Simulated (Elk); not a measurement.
Elk 10.2.4, DFT, PBE, spin-polarised, all-electron FP-LAPW, Elk's shipped species files: a generated cell (prototype structure at a guessed volume, not a measured phase) of Nd (space group P6_3/mmc), 2 atoms, spin-polarised from a ferromagnetic start. Basis and mesh were picked for this test and aren't claimed converged.

| Property | Result |
|---|---|
| cell | 3.65, 3.65, 5.93 Å; 90, 90, 120° |
| task | ground state |
| xctype | 20 |
| spinpol | true |
| reducebf | 0.5 |
| swidth | 0.004 Hartree |
| k mesh (ngridk) | 12×12×4 |
| maxscl | 100 |
| rgkmax | 7 (default) |
| empty states an atom (nempty) | 4 (default) |
| epspot (Hartree) | 1e-06 (default) |
| epsengy (Hartree) | 0.0001 (default) |
| k-points after symmetry (for each spin) | 57 |
| largest matrix size | 189 |
| valence states | 44 |

Settings of this run: mixtype = 0, beta0 = 0.3, tefvit = false; 4 threads, 1 BLAS thread.

```tsv
loop	total energy (Hartree)	RMS change in potential
1	-19021.3883899	-
2	-19629.1312825	3.048656749
3	-18948.8628521	2.838745550
4	-19602.5404704	2.663140869
5	-18943.4076871	2.692969371
6	-19597.3173106	2.602366992
7	-18941.9129483	2.638624233
8	-19595.6196925	2.597331351
9	-18941.2437318	2.618823887
10	-19594.8963959	2.599943243
11	-18940.9017572	2.611135117
12	-19594.5603651	2.602342448
13	-18940.7245972	2.607929184
14	-19594.3999689	2.603772783
…	…	…
51	-18940.5398939	2.605297137
52	-19594.2496474	2.605297125
53	-18940.5398938	2.605297135
54	-19594.2496474	2.605297126
55	-18940.5398936	2.605297133
56	-19594.2496489	2.605297128
57	-18940.5398937	2.605297135
58	-19594.2496472	2.605297128
…	…	…
93	-18940.5398937	2.605297136
94	-19594.2496488	2.605297130
95	-18940.5398936	2.605297135
96	-19594.2496474	2.605297127
97	-18940.5398936	2.605297133
98	-19594.2496488	2.605297131
99	-18940.5398937	2.605297136
100	-19594.2496472	-
```

The run ended without self-consistency in 100 loops.

Problem. Which change of settings makes this cycle converge?

Solution. This is not unique; one that fits is mixtype = 1, beta0 = 0.05 (default) (64 self-consistent loops) or mixtype = 1, beta0 = 0.01 (67 self-consistent loops) or mixtype = 1, beta0 = 0.1 (72 self-consistent loops), all else kept. With more settings changed, the fewest of all runs of this system: mixtype = 3 (default), beta0 = not set, mixsdb = 12, broydpm = [0.4, 0.15] (default) (25). Counts are of single runs.
